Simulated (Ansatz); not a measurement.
# What Fe on a Sn site does to SnS2

The parent structure is a 12-atom supercell of SnS$_{2}$ in the CdI2 type structure (space group P-3m1, No. 164; a = 3.669 Å, c = 5.806 Å; layered, stacked along the Cartesian z axis) at its relaxed geometry.

Perturbation: a neutral Fe on a Sn site, atoms relaxed at fixed cell, starting from a slightly rattled geometry.

Calculations: Ansatz (a quantum-chemistry and plane-wave program), PBE-D3(BJ), PAW, cutoff 420 eV, no SOC. Settings: 6×6×6 k-points, 0.01 eV Fermi–Dirac smearing.

```csv
quantity,base,changed,shift
largest displacement of a host atom from its site in the perfect cell,–,0.24 Å,–
mean distance from the defect site to its nearest host atoms,258 pm,235 pm,-23.7 pm
```

The magnetic state is the one reached from the starting moments; the real material's order can differ, and small cells can't hold many antiferromagnetic ones. The cell is small, so the values are those of an ordered compound at a high defect concentration; dilute-limit values will differ. The defect cell is spin-polarised and ends with 1.9 μB.
